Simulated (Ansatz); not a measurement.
Start from BN in the wurtzite structure (space group P6_3mc, No. 186; a = 2.523 Å, c = 4.175 Å). Axes: x lies along a and z along c of the hexagonal cell.

Computed with DFT with LDA, PAW potentials and a 420 eV plane-wave cutoff in Ansatz (an electronic-structure program), spin-orbit coupling left out.

Base values:

```
Property   Result
--------  -------
Band gap  4.93 eV
```

It is then changed as follows: the cell is compressed by 2.40 % along x with no lateral relaxation, atoms relaxed at fixed cell.

Q: What does the calculation give for the band gap and stress after the change?

A: The band gap decreases by 0.24 eV, from 4.93 eV to 4.69 eV; the stress (xx, yy, zz, yz, xz, xy; compression positive) is (25.55, 3.71, 1.57, 0.00, 0.00, 0.00) GPa.

The cells carry an imposed strain or load. Stability against distortions was not tested.
